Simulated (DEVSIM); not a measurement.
Device: abrupt Si p-n junction, at 350 K.

Layer 1 from the left is Si, thickness (μm) 3.30, Na (cm⁻³) 1.6e19, τn (s) 1.3e-7, τp (s) 1.3e-7. Layer 2 from the left is Si, thickness (μm) 26.0, Nd (cm⁻³) 1.7e15, τn (s) 1.3e-7, τp (s) 1.3e-7.

Left contact: ohmic. Right contact: ohmic. Voltage is applied to the left contact. Recombination: SRH at mid-gap. Mobility is μmin + (μ − μmin)/(1 + (N/Nref)^α).

The device is made up for the run: typed textbook-type constants, with dimensions and the other settings drawn at random. Values at 300 K; Nc and Nv go as T^1.5, mobilities as T to minus their exponent, the gap by Varshni's rule with the affinity fixed.

Si: gap (eV) 1.124, affinity (eV) 4.05, permittivity 11.7, Nc (cm⁻³) 2.86e19, Nv (cm⁻³) 3.1e19, μn (cm²/Vs) 1417, μp (cm²/Vs) 470, μn,min 52, μp,min 45, Nref,n 9.7e16, Nref,p 2.2e17, αn 0.68, αp 0.72, T exponent of μn 2.3, T exponent of μp 2.2, Varshni α (eV/K) 0.000473, Varshni β (K) 636.

DEVSIM, 1D drift-diffusion, Boltzmann statistics, complete ionisation; no tunnelling, impact ionisation, image-force lowering or self-heating.

Dark forward current:

```
|V| (V)  |J| (A/cm²)
-------  -----------
0.05        3.782e-6
0.10        1.403e-5
0.15        4.693e-5
0.20       0.0001690
0.25       0.0006826
0.30        0.003045
0.35         0.01448
0.40         0.06989
0.45          0.3138
0.50           1.147
0.55           3.332
0.60           8.343
0.65           19.16
0.70           41.59
0.75           86.77
0.80           175.5
0.85           344.7
0.90           654.6
0.95            1188
1.00            2024
```

Work out the local ideality factor n = ΔV / (kT/q · ln(J2/J1)) between the rows 0.15 and 0.20 V, 0.35 and 0.40 V, 0.95 and 1.00 V.

kT/q = 30.16 mV. From 0.15 to 0.20 V: ln(0.0001690/4.693e-5) = 1.281, n = 1.29. From 0.35 to 0.40 V: ln(0.06989/0.01448) = 1.574, n = 1.05, near the 1 of diffusion or emission over a barrier. From 0.95 to 1.00 V: ln(2024/1188) = 0.533, n = 3.11.

Estimate the current at 0.35 V from the Shockley equation with J0 = Σ q ni² D/(N L) coth(W/L), τ joining the SRH, radiative and Auger lifetimes that are on, and W taken as the whole layer.

ni² = 1.43e23 cm⁻⁶; electrons in the p layer: μ = 65.3 cm²/Vs, D = 1.97 cm²/s, τ = 1.30e-7 s, L = 5.06 μm, W/L = 0.65, term 9.71e-12 A/cm²; holes in the n layer: μ = 326 cm²/Vs, D = 9.83 cm²/s, τ = 1.30e-7 s, L = 11.3 μm, W/L = 2.3, term 1.19e-7 A/cm². J0 = 1.19e-7 A/cm², and J = J0 exp(qV/kT) = 0.0131 A/cm². The simulation gives 0.0145 A/cm²; the estimate lies 9.6 % below. The estimate leaves out recombination in the depletion region and that region's share of W.
